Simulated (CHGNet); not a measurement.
**A15 Mo3Si**

All values below come from the machine-learned potential CHGNet 0.3.0 (trained on PBE and PBE+U data).

Cell: relaxed at this level.

```
Quantity                    Result
-------------------  -------------
lattice parameter a        4.927 Å
volume per atom      14.95 Å³/atom
```

Measured, for comparison: lattice constant a 4.889 Å (temperature not stated, copied from a table, unchecked, not corrected to a static lattice; as tabulated in Dopovidi Akademii Nauk Ukrains'koi RSR, Seriya A: Fiziko-Tekhnichni ta Matematichni Nauki 1970, 553 (1970)). Computed (rounded) less measured: lattice constant a not scored (unchecked).

A machine-learned potential is trained on density-functional data: it inherits that level's misses and adds fitting errors of its own.

Note: the model gives imaginary modes for this phase (in the spectrum interpolated from a supercell).
